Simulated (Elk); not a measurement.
Elk is run on GaCo (Pm-3m, 2 atoms in the cell), and the run fails. The aim is a self-consistent single point with DFT, LDA (PW92), all-electron FP-LAPW, Elk's shipped species files, APW+lo basis with extra local orbitals.

Cell that was meant: a = 2.8794 Å, b = 2.8794 Å, c = 2.8794 Å, α = 90.00°, β = 90.00°, γ = 90.00°.

Part of the input:

```
swidth
  0.00183747

maxscl
  4

scale
  5.441284962
```

Output (repeated stretches shortened):

```
│ Self-consistent loop started │
│ Loop number : 1 │
 total energy                :     -3337.95704962
 total moment                :    1.320839152
│ Loop number : 2 │
 total energy                :     -3337.72777804
 total moment                :    1.326121689
RMS change in Kohn-Sham potential (target) :   0.3005940887     (  0.1000000000E-05)
Absolute change in total energy (target)   :   0.2292715778     (  0.1000000000E-03)
│ Loop number : 3 │
 total energy                :     -3338.06065660
 total moment                :    1.273733192
RMS change in Kohn-Sham potential (target) :   0.3043978888     (  0.1000000000E-05)
Absolute change in total energy (target)   :   0.2755606657     (  0.1000000000E-03)
│ Loop number : 4 │
Reached self-consistent loops maximum

Energies :
 Fermi                       :     0.223064207195
 xc effective B-field        :    -0.324289340059E-01
 external B-field            :      0.00000000000
 total energy                :     -3338.12003766
 (external B-field energy excluded from total)

Density of states at Fermi energy :    83.97070418
   [... lines left out ...]
Estimated indirect band gap :   0.4618742542E-03
Estimated direct band gap   :   0.5949196287E-02
   [... lines left out ...]
 valence                     :    28.00000000
 interstitial                :    2.585593352
 muffin-tins (core leakage)
  species :    1 (Ga)
   atom    1                 :    29.20298828     (  0.2313088673E-02)
  species :    2 (Co)
   atom    1                 :    26.21141836     (  0.1356799591E-02)
 total in muffin-tins        :    55.41440665
 total calculated charge     :    57.99113908
 total charge                :    58.00000000
 error                       :   0.8860918922E-02

Moments :
 interstitial                :  -0.1052521976
 muffin-tins
  species :    1 (Ga)
   atom    1                 :  -0.7941203434E-01
  species :    2 (Co)
   atom    1                 :    1.238801934
 total in muffin-tins        :    1.159389899
 total moment                :    1.054137702

│ Self-consistent loop stopped │
```

Task: Diagnose the run.

Result: The fault is an iteration limit that is too low. The loop is cut before its threshold is met, so whatever is printed at the end is not self-consistent. To fix it, raise the limit, or leave it to the default. The run ended unconverged after 4 iterations.

An input that runs soundly differs in these lines (not the only fix; some lines may just follow from the change or write a value another way):
```diff
-maxscl
-  4
-
```

With that input, the run converged in 31 iterations: total energy -90682.1186 eV; Fermi level (on the code's own zero) 9.41 eV; size of the cell's spin moment 0.00 μB (DFT, LDA (PW92), all-electron FP-LAPW, Elk's shipped species files, APW+lo basis with extra local orbitals).

On the sound input: the starting cell comes from a database of computed structures (which also holds hypothetical and non-ambient phases and stackings), without a prior relaxation at this level. Its lattice was rescaled by a random factor within 2.5 % of one. The starting moments vanished: the run ended non-magnetic, which need not be the lowest state. Values depend on the basis (sphere radii, cutoffs, local orbitals), which need not be converged. The log's line on a gap gives a spacing of levels on this mesh, which the program prints for metals too.
